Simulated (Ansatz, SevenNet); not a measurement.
Elastic constant C13 (GPa) of solids drawn from the class of silicides and borides, at two levels: the machine-learned potential SevenNet-0 (trained on PBE and PBE+U data), and PBE in Ansatz (PAW).

```json
[
 {"solid": "AlB2-type ZrB₂", "SevenNet-0": "149", "PBE": "120"},
 {"solid": "AlB2-type TiB₂", "SevenNet-0": "152", "PBE": "102"},
 {"solid": "AlB2-type MgB₂", "SevenNet-0": "49.9", "PBE": "33.3"},
 {"solid": "C11b WSi₂", "SevenNet-0": "180", "PBE": "91.8"},
 {"solid": "AlB2-type HfB₂", "SevenNet-0": "157", "PBE": "121"},
 {"solid": "C11b MoSi₂", "SevenNet-0": "147", "PBE": "?"}
]
```

Estimate the withheld PBE value from the other rows.

One way: carry over the typical ratio. The ratios PBE / SevenNet-0 of the other rows, in order: 0.510, 0.667, 0.671, 0.771, 0.805; median 0.671. C11b MoSi₂: 147 × 0.671 = 98.6 GPa; the run gives 87.7 GPa. The ratios spread from 0.510 to 0.805, so such an estimate is rough.

Over all 6 rows PBE is the larger in 0.

Ansatz's runs of these crystals have no spin polarisation.

Spin–orbit coupling is left out, also for the solids with elements from indium on (C11b WSi2, AlB2-type HfB2); its size isn't shown.

Each level is taken at its own relaxed cell. Ansatz's density-functional and Hartree–Fock values are scalar-relativistic unless marked +SOC, with PAW data made under PBE.

Ansatz is a program for electronic structure.
